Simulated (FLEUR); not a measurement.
Worked example: self-consistent single point of SrTiO₃ (Pm-3m, 5 atoms in the cell) in FLEUR.

Level of theory: PBE+U, all-electron FLAPW (FLEUR), scalar-relativistic valence in FLEUR.

```xyz
5
Lattice="3.9890 0.0000 0.0000 0.0000 3.9890 0.0000 0.0000 0.0000 3.9890" Properties=species:S:1:pos:R:3 pbc="T T T"
Sr     0.0000     0.0000     0.0000
Ti     1.9945     1.9945     1.9945
O      1.9945     0.0000     1.9945
O      0.0000     1.9945     1.9945
O      1.9945     1.9945     0.0000
```

Reference input (self-consistent single point, DFT, PBE, all-electron FLAPW (FLEUR), scalar-relativistic valence): Kmax = 4.8 1/bohr; GmaxXC = 19.2 1/bohr; xcFunctional = pbe; jspins = 1; l_soc = F; mode = hist; fermiSmearingEnergy = 0.00073499 Htr; mesh (inpgen div1-3) = 6 6 6; inpgen gamma flag = true; Gmax = 19.2 1/bohr; numbands = 0; maxIterBroyd = 99. This run's input differs from it in these lines:

```diff
@@ -74,2 +74,3 @@
          <energyParameters s="4" p="4" d="3" f="4"/>
+         <ldaU l="2" U="8.0" J="0.0" l_amf="F"/>
          <lo type="SCLO" l="0" n="3" eDeriv="0"/>
```

The program printed (abridged):

```
 Iteration:     1   Distance:      27.05776982 me/bohr^3
 Iteration:     2   Distance:      25.82913031 me/bohr^3
 Iteration:     3   Distance:      22.03984010 me/bohr^3
 Iteration:     4   Distance:       8.78209809 me/bohr^3
 Iteration:     5   Distance:       8.75528998 me/bohr^3
   [... 12 lines left out ...]
 Iteration:    18   Distance:       0.00027498 me/bohr^3
 Iteration:    19   Distance:       0.00001600 me/bohr^3
 Iteration:    20   Distance:       0.00001230 me/bohr^3
 Iteration:    21   Distance:       0.00000209 me/bohr^3
 Run finished successfully
 Stop message:
   Structural relaxation: Done

[file out, last iteration]
             iter=     22
[...]
          total density-effective poten   -6.8312984541E+03
          total charge density-energy d   -1.7306758658E+02
 spin #  1
n-matrix for atom #   2
V-matrix for atom #   2
 using the atomic limit of LDA+U
  -2.8887475714758554E-002
 Updated energy parameters for spin:           1
[...]
 fermi energy and band-weighting factors:

[...]
FERMIE:
          first approx. to ef    (T=0)  :   0.373974 htr   (energy of the highest occ. eigenvalue)
          number of occ. states  (T=0)  :        400
          first approx. to seigv (T=0)  :  -7.951994 htr
          sum of weights of occ. states :  20.000000
          sum of semicore charge        :   0.000000 e
FERHIS:  Fermi-Energy by histogram:
   [... lines left out ...]
          bandgap                     :   0.101849 htr
          charge neutrality (T=0)     :   0.000000    (zero if the highest occ. eigenvalue is "entirely" occupied)
 Direct bandgap for spin            1 :   0.11980873035315392       Htr
 ---->    free energy=                     -4259.5884458489 htr
   [... lines left out ...]
 TOTAL FORCE FOR ATOM TYPE=  1  X=  0.000   Y=  0.000   Z=  0.000
                       FX_TOT= 0.000000 FY_TOT= 0.000000 FZ_TOT= 0.000000
 TOTAL FORCE FOR ATOM TYPE=  2  X=  3.769   Y=  3.769   Z=  3.769
                       FX_TOT= 0.000000 FY_TOT= 0.000000 FZ_TOT= 0.000000
 TOTAL FORCE FOR ATOM TYPE=  3  X=  3.769   Y=  0.000   Z=  3.769
                       FX_TOT= 0.000000 FY_TOT= 0.000000 FZ_TOT= 0.000000
 Structural relaxation: Done
```

The run converged in 21 iterations. FLEUR gives forces in its relaxation mode, with a further iteration, so its stop message speaks of a relaxation. Against the reference run the gap on the mesh goes from 1.770 to 2.771 eV.

The starting cell has typed, rounded lattice constants, without a prior relaxation at this level. Its lattice was rescaled by a random factor within 2.5 % of one. Spin polarisation is off. The U value is a test value, and with U on an open shell several self-consistent states can exist. Values depend on the basis (sphere radii, cutoffs, local orbitals), which need not be converged.

Cost on one core of a shared machine: roughly 2 min.
